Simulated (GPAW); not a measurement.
A self-consistent single point of GaSb (F-43m, 2 atoms in the cell) with GPAW.

Method of the run: PBE, GPAW PAW datasets PBE (gpaw-data 1.0.1) (plane waves; GPAW 25.7.0).

The change in words: lattice scaled by 0.98. Reference geometry:
```
GaSb
1.0
    0.00000     3.14195     3.14195
    3.14195     0.00000     3.14195
    3.14195     3.14195     0.00000
Ga Sb
1 1
Direct
  0.00000   0.00000   0.00000
  0.75000   0.75000   0.75000
```

Reference input (self-consistent single point, DFT PBE, plane waves, GPAW PAW datasets PBE (gpaw-data 1.0.1)): mode = pw; ecut = 550 eV; xc = PBE; kpts = 9 9 9; mesh shift (steps) = 0 0 0; occupations.name = methfessel-paxton; occupations.width = 0.1 eV; occupations.order = 0; nbands = -10; convergence.density = 1e-05 e/electron; convergence.energy = 1e-05 eV/electron; symmetry.symmorphic = false. This run's input differs from it in these lines:

```diff
@@ -5,5 +5,5 @@
 atoms = Atoms(['Ga', 'Sb'],
-              cell=[[0.000000, 3.141945, 3.141945],
-                    [3.141945, 0.000000, 3.141945],
-                    [3.141945, 3.141945, 0.000000]],
+              cell=[[0.000000, 3.079106, 3.079106],
+                    [3.079106, 0.000000, 3.079106],
+                    [3.079106, 3.079106, 0.000000]],
               scaled_positions=[[0.000000, 0.000000, 0.000000],
```

Log, with long lists cut:

```
     iter     time        total  log10-change:
                         energy   eigst   dens
iter:   1 --:--:--    -7.653120
iter:   2 --:--:--    -7.671338   -0.83  -1.27
iter:   3 --:--:--    -7.662851   -2.09  -1.29
iter:   4 --:--:--    -7.663727   -2.99  -2.13
iter:   5 --:--:--    -7.661039   -3.33  -2.13
iter:   6 --:--:--    -7.660782   -4.80  -2.59
iter:   7 --:--:--    -7.660693   -4.97  -2.73
iter:   8 --:--:--    -7.660681c  -6.34  -3.52
iter:   9 --:--:--    -7.660685c  -6.89  -3.65
iter:  10 --:--:--    -7.660686c  -6.40  -3.75
iter:  11 --:--:--    -7.660686c  -7.90c -4.86
iter:  12 --:--:--    -7.660686c  -8.96c -4.86
iter:  13 --:--:--    -7.660686c  -9.60c -4.87
iter:  14 --:--:--    -7.660686c  -9.78c -4.88
iter:  15 --:--:--    -7.660686c  -8.93c -4.83
iter:  16 --:--:--    -7.660686c  -9.36c -4.91
iter:  17 --:--:--    -7.660686c  -9.02c -4.95
iter:  18 --:--:--    -7.660686c  -8.78c -5.03c
Converged after 18 iterations.

Dipole moment: (4.535766, 4.535766, 4.535766) |e|*Ang

Energy contributions relative to reference atoms: (reference = -229166.229777)

Kinetic:        +10.549480
Potential:       -9.395488
External:        +0.000000
XC:              -9.008691
Entropy (-ST):   -0.000242
Local:           +0.194134
SIC:             +0.000000
--------------------------
Free energy:     -7.660807
Extrapolated:    -7.660686

Showing only first 2 kpts
 Kpt  Band  Eigenvalues  Occupancy
  0     7      4.67960    1.41097
  0     8      4.67960    1.41097
  0     9      4.67960    1.41095
  0    10      7.50229    0.00000

  1     7      4.13689    2.00000
  1     8      4.13689    2.00000
  1     9      6.24076    0.00000
  1    10      7.17573    0.00000

Fermi level: 4.71780

No gap
No difference between direct/indirect transitions
Energy (eV): -7.660686

Forces in eV/Ang:
  0 Ga    0.00000    0.00000    0.00000
  1 Sb    0.00000   -0.00000    0.00000

Stress tensor:
    -0.007686     0.000000     0.000000
     0.000000    -0.007686     0.000000
     0.000000     0.000000    -0.007686
Stress (GPa, Voigt): [-1.2315 -1.2315 -1.2315  0.      0.      0.    ]
```

The run converged in 18 iterations. GPAW prints stress with tension positive. Against the reference run the free energy goes down by 1.5 meV/atom and the pressure goes from -1.50 to 1.23 GPa.

The starting cell comes from a database of computed structures (which also holds hypothetical and non-ambient phases and stackings), without a prior relaxation at this level. Its lattice was rescaled by a random factor within 2.5 % of one. For this run, on top of that: lattice scaled by 0.98. The run gives no clean gap (levels at the Fermi energy touch, overlap or are partly filled at this smearing), which alone does not show that the compound is a metal.

Cost on one core of a shared machine: roughly 50 s.
